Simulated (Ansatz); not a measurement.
Start from SrTiO3 in the cubic perovskite structure (space group Pm-3m, No. 221).

SrTiO$_{3}$ is taken in the cubic space group Pm-3m (No. 221), the cubic perovskite structure, Pearson symbol cP5. Lattice parameters: a = 3.936 Å, b = 3.936 Å, c = 3.936 Å, α = 90.00°, β = 90.00°, γ = 90.00°. Sr on 1a has 12 O at 2.784 Å (cuboctahedral). Ti on 1b has 6 O at 1.968 Å (octahedral). O on 3c is surrounded by 2 Ti at 1.968 Å and 4 Sr at 2.784 Å (octahedral). (Neighbours: up to the widest gap in distance over summed covalent radii, below 1.35, at either atom; cation-cation and far metal-metal contacts left out.)

All numbers come from DFT with PBE, PAW potentials and a 420 eV plane-wave cutoff in Ansatz (a first-principles code), no spin-orbit coupling, earlier PAW set.

Before the change:

```
Property               Value
-------------------  -------
Band gap             1.85 eV
Smallest direct gap  2.20 eV
```

Perturbation: an isotropic linear strain of +0.87 %, atoms relaxed at fixed cell.

Task: Predict the new band gap.

Result: The band gap falls by 0.052 eV to 1.79 eV.

Task: Predict the new smallest direct gap.

Result: The smallest direct gap decreases by 0.04 eV to 2.16 eV.

Task: Predict the new energy relative to the base.

Result: The energy grows by 4.3 meV/atom.

No phonon test of stability was made. The final runs are not spin-polarised. Many cubic perovskites are stable only at high temperature; tilts and polar distortions were not tested.
